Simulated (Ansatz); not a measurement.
The starting structures come from a database of crystals and need not be the phases stable at ambient conditions.

## Evanescent states of Ca₂Si (Fm-3m, not sure to be the ambient phase, 3 atoms a cell, 30.7 Å³ an atom) along the normal of (111)

Method: r2SCAN (plane waves, PAW; Ansatz, a first-principles code).

No gap correction and no spin-orbit coupling; mid-gap values are interpolated between computed energies.

Energies count from the valence-band top; κ is the least over a 12×12 mesh across the current.

```tsv
E (eV)	κ (1/Å)	where
0.03	0.055	off Γ
0.09	0.086	off Γ
0.15	0.105	off Γ
0.21	0.119	off Γ
0.27	0.128	off Γ
0.33	0.135	off Γ
0.39	0.138	off Γ
0.45	0.138	off Γ
0.51	0.135	off Γ
0.57	0.128	off Γ
0.63	0.116	off Γ
0.69	0.096	off Γ
0.75	0.061	off Γ
```

Problem. How thick must the barrier be to attenuate the transmission by 10^8 when the electrodes' Fermi level lies at 0.39 eV, and what attenuation does that film give at 0.57 eV?

Solution. d = 8 ln 10 / (2 × 0.138) = 66.7 Å. At 0.57 eV it gives 8 × 0.128/0.138 = 7.4 decades.
